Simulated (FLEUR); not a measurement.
FLEUR run on NaTiO₂ (R-3m, 4 atoms in the cell): self-consistent single point.

Level of theory: FLEUR with PBEsol, all-electron FLAPW (FLEUR), scalar-relativistic valence.

The change in words: lattice scaled by 0.98. Reference geometry:
```
CELL_PARAMETERS angstrom
      1.50659     0.86983     5.39905
     -1.50659     0.86983     5.39905
      0.00000    -1.73966     5.39905
ATOMIC_POSITIONS crystal
  Na 0.00000 0.00000 0.00000
  Ti 0.50000 0.50000 0.50000
  O  0.76381 0.76381 0.76381
  O  0.23619 0.23619 0.23619
```
Moments meant for the start (each program seeds them in its own way; μB, in the order of the atoms Na Ti O O): 0.0 1.0 0.0 0.0.

Reference input (self-consistent single point, DFT, PBEsol, all-electron FLAPW (FLEUR), scalar-relativistic valence): Kmax = 4.5 1/bohr; GmaxXC = 13.5 1/bohr; xcFunctional = PBEs; jspins = 2; l_soc = F; mode = hist; fermiSmearingEnergy = 0.00367493 Htr; mesh (inpgen div1-3) = 8 8 8; inpgen gamma flag = true; Gmax = 13.5 1/bohr; numbands = 0; maxIterBroyd = 99. This run's input differs from it in these lines:

```diff
@@ -3,6 +3,6 @@
 &input film=f /
-0.2656000599 0.1533442661 0.9518099307
--0.2656000599 0.1533442661 0.9518099307
-0.0000000000 -0.3066885321 0.9518099307
-10.7192831619
+0.2656000369 0.1533442040 0.9518099472
+-0.2656000369 0.1533442040 0.9518099472
+0.0000000000 -0.3066885544 0.9518099236
+10.5048972852
 1.0 1.0 1.0
@@ -46,5 +46,5 @@
          <bravaisMatrix>
-            <row-1>    2.8470422498857015     1.6437406095796427    10.2027201634817164</row-1>
-            <row-2>   -2.8470422498857015     1.6437406095796427    10.2027201634817164</row-2>
-            <row-3>    0.0000000000000000    -3.2874812180873580    10.2027201634817164</row-3>
+            <row-1>    2.7901011065798298     1.6108651123007551     9.9986657303676356</row-1>
+            <row-2>   -2.7901011065798298     1.6108651123007551     9.9986657303676356</row-2>
+            <row-3>    0.0000000000000000    -3.2217317625184725     9.9986654824520595</row-3>
          </bravaisMatrix>
```

The program printed (abridged):

```
 Iteration:     1   Distance:      25.89549251 me/bohr^3
 Iteration:     2   Distance:      21.76367446 me/bohr^3
 Iteration:     3   Distance:       9.04106365 me/bohr^3
 Iteration:     4   Distance:      10.62770318 me/bohr^3
 Iteration:     5   Distance:       5.45873432 me/bohr^3
   [... 18 lines left out ...]
 Iteration:    24   Distance:       0.00045578 me/bohr^3
 Iteration:    25   Distance:       0.00007216 me/bohr^3
 Iteration:    26   Distance:       0.00004696 me/bohr^3
 Iteration:    27   Distance:       0.00000927 me/bohr^3
 Reset of history
 Run finished successfully
 Stop message:
   Structural relaxation: new displacements generated

[file out, last iteration]
             iter=     28
[...]
          total density-effective poten   -1.8202670366E+03
          total charge density-energy d   -7.1933210040E+01
 Updated energy parameters for spin:           1
 Updated energy parameters for spin:           2
[...]
 fermi energy and band-weighting factors:
    0.973607    1.048807

[...]
FERMIE:
          first approx. to ef    (T=0)  :   0.450856 htr   (energy of the highest occ. eigenvalue)
          number of occ. states  (T=0)  :       2145
          first approx. to seigv (T=0)  : -11.744062 htr
          sum of weights of occ. states :  33.007812
          sum of semicore charge        :   0.000000 e
FERHIS:  Fermi-Energy by histogram:
   [... lines left out ...]
          bandgap                     :   0.000000 htr
          charge neutrality (T=0)     :   0.007812    (zero if the highest occ. eigenvalue is "entirely" occupied)
     EF_NEWTON:  Adjust Fermi-Energy by Newton-Method.
 Direct bandgap for spin            1 :    2.9381657462521804E-002  Htr
 Direct bandgap for spin            2 :    2.9381655299021592E-002  Htr
 ---->    free energy=                     -1165.1446022629 htr
   [... lines left out ...]
 TOTAL FORCE FOR ATOM TYPE=  1  X=  0.000   Y=  0.000   Z=  0.000
                       FX_TOT= 0.000000 FY_TOT= 0.000000 FZ_TOT= 0.000000
 TOTAL FORCE FOR ATOM TYPE=  2  X=  0.000   Y=  0.000   Z= 14.998
                       FX_TOT= 0.000000 FY_TOT= 0.000000 FZ_TOT= 0.000000
 TOTAL FORCE FOR ATOM TYPE=  3  X=  0.000   Y=  0.000   Z= -7.085
                       FX_TOT= 0.000000 FY_TOT= 0.000000 FZ_TOT=-0.010875
```

The run converged in 27 iterations. FLEUR gives forces in its relaxation mode, with a further iteration, so its stop message speaks of a relaxation. Against the reference run the free energy rises by 2.5 meV/atom.

The starting cell comes from a database of computed structures (which also holds hypothetical and non-ambient phases and stackings), without a prior relaxation at this level. For this run, on top of that: lattice scaled by 0.98. The starting moments vanished: the run ended non-magnetic. Values depend on the basis (sphere radii, cutoffs, local orbitals), which need not be converged. The log's line on a gap gives a spacing of levels on this mesh, which the program prints for metals too.

Cost on one core of a shared machine: roughly 9 min.
